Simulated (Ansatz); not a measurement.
Worked example: self-consistent single point of the (001) slab of SrAg5 (cut from a parent of space group no. 191; 12 atoms in the cell) in Ansatz (a program for electronic structure).

Computed with PBEsol, default PAW files made with PBE (plane waves; Ansatz).

```xyz
12
Lattice="5.7276 0.0000 0.0000 -2.8638 4.9602 0.0000 0.0000 0.0000 20.9281" Properties=species:S:1:pos:R:3 pbc="T T T"
Sr     0.0000     0.0000     9.3094
Ag     2.8638     1.6534     9.3094
Ag     0.0000     3.3068     9.3094
Ag     2.8638     0.0000     7.0000
Ag     1.4319     2.4801     7.0000
Ag     4.2957     2.4801     7.0000
Sr     0.0000     0.0000    13.9281
Ag     2.8638     1.6534    13.9281
Ag     0.0000     3.3068    13.9281
Ag     2.8638     0.0000    11.6187
Ag     1.4319     2.4801    11.6187
Ag     4.2957     2.4801    11.6187
```

Reference input (self-consistent single point, DFT, PBEsol, plane waves, default PAW files made with PBE): basis.ecutwfc = 420 eV; kpoints.mp_grid.grid = 4 4 1; hamiltonian.xc = pbesol; hamiltonian.pseudopotentials = {kind: paw} (the program's default PAW files); scf.occupations.method = gaussian; scf.occupations.width = 0.1 eV. This run's input differs from it in these lines:

Ansatz 0.2 input:
```diff
@@ -22,3 +22,3 @@
 kpoints:
-  mp_grid: { grid: [4, 4, 1] }
+  mp_grid: { grid: [17, 17, 1] }
 hamiltonian:
```

Log, with long lists cut:

```
SCF iter   1: F=—  HF=-82205.607532 eV  |F-HF|=—  |Δ(HF+E_count)|=         —  Δρ=5.00e-3  dr2=1.29e0  ethr=1.77e-3  ⟨swp⟩=9.4  Hψ=19216  notcnv=0  defer=82
all-band conjugate gradients solve this SCF's bands
preconditioner: auto → LDOS
SCF iter   2: F=—  HF=-82205.598532 eV  |F-HF|=—  |Δ(HF+E_count)|=   9.00e-3  Δρ=6.88e-3  dr2=2.39e-1  ethr=6.14e-4  ⟨swp⟩=2.0  Hψ=6912  notcnv=0  defer=447
   [... lines left out ...]
SCF iter   6: F=—  HF=-82205.530469 eV  |F-HF|=—  |Δ(HF+E_count)|=   3.25e-5  Δρ=5.41e-5  dr2=2.16e-5  ethr=6.08e-8  ⟨swp⟩=2.1  Hψ=6224  notcnv=0  defer=447
SCF iter   7: F=—  HF=-82205.530932 eV  |F-HF|=—  |Δ(HF+E_count)|=   4.63e-4  Δρ=1.50e-5  dr2=1.97e-6  ethr=1.03e-8  ⟨swp⟩=2.0  Hψ=5988  notcnv=0  defer=334
SCF iter   8: F=—  HF=-82205.530933 eV  |F-HF|=—  |Δ(HF+E_count)|=   5.67e-7  Δρ=6.26e-6  dr2=3.50e-7  ethr=9.38e-10  ⟨swp⟩=2.0  Hψ=5858  notcnv=0  defer=334
SCF iter   9: F=-82205.530933 eV  HF=-82205.530933 eV  |F-HF|=2.24e-8  |Δ(HF+E_count)|=   6.23e-8  Δρ=2.15e-6  dr2=3.36e-8  ethr=4.76e-11  ⟨swp⟩=15.4  Hψ=21803  notcnv=0
SCF 1 converged in 9 iterations: F = -82205.530933 eV  dr2 = 3.36e-8
Free energy (F): -82205.530933 eV
Internal energy: -82205.510337 eV  (E = F + TS)
E sigma→0 (E₀):  -82205.520635 eV
Entropy (-TS):   -0.020595 eV (-1.716 meV/atom)
Fermi energy:    3.666088 eV
--- Forces (eV/Å), atoms counted from 1 ---
  atom   1  Sr    -0.00000000     0.00000000    -0.17756483
  atom   2  Ag    -0.00000000     0.00000000    -0.06448212
  atom   3  Ag    -0.00000000    -0.00000000    -0.06448212
  atom   4  Ag     0.00000000     0.00000000     0.32595075
  atom   5  Ag     0.00000000     0.00000000     0.32595075
  atom   6  Ag     0.00000000    -0.00000000     0.32595075
  atom   7  Sr    -0.00000000     0.00000000    -0.20389798
  atom   8  Ag    -0.00000000     0.00000000    -0.18550572
   [... lines left out ...]
  atom  12  Ag    -0.00000000     0.00000000    -0.03215772
--- Stress (GPa, compression-positive) ---
       -2.163553       0.000000      -0.000000
        0.000000      -2.163553      -0.000000
       -0.000000      -0.000000      -1.386912
  P = ⅓ Tr σ = -1.9047 GPa (-19.047 kbar)
  The stress holds the Pulay correction. Without it, at fixed plane waves, as pw.x and ABINIT print it: P = -1.9174 GPa
```

The run converged in 9 iterations. Against the reference run the free energy falls by 6.1 meV/atom and the largest force goes from 0.314 to 0.326 eV/Å.

The starting cell comes from a database of computed structures (which also holds hypothetical and non-ambient phases and stackings), without a prior relaxation at this level. The slab is cut from that crystal, and its faces are unrelaxed. Its lattice was rescaled by up to half a per cent. The two faces of this cut differ, and no dipole correction was used.

Cost on one core of a shared machine: roughly 2 min.
